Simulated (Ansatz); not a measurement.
## Ti: isotropic strain −3.00 %

The parent structure is Ti in the hcp (Mg type) structure (space group P6_3/mmc, No. 194; a = 2.902 Å, c = 4.593 Å; relaxed with 0.1 eV smearing).

Perturbation: every lattice vector is shortened by 3.00 %, atoms relaxed at fixed cell.

Level of theory: PBEsol in Ansatz (plane waves to 420 eV, PAW, without spin-orbit coupling). Settings: 23×23×13 k-points, 0.1 eV Fermi–Dirac smearing.

| quantity | base | changed | shift |
|---|---|---|---|
| space group | P6_3/mmc (No. 194) | P6_3/mmc (No. 194) | – |
| shortest interatomic distance | 5.372 bohr | 5.211 bohr | -0.161 bohr |
| energy relative to the base (free energy F) | 0 meV/atom | +54 meV/atom | +54 meV/atom |
| pressure (mean of the normal stresses, compression positive) | 0.0 GPa | 12.7 GPa | +12.7 GPa |
| band gap | zero | zero | – |

Final structure:

```
CELL_PARAMETERS angstrom
      2.81459     0.00000     0.00000
     -1.40729     2.43750     0.00000
      0.00000     0.00000     4.45517
ATOMIC_POSITIONS crystal
  Ti 0.66667 0.33333 0.75000
  Ti 0.33333 0.66667 0.25000
```

No phonon test of stability was made. The final runs are not spin-polarised.

Ansatz is a quantum-chemistry and plane-wave program.
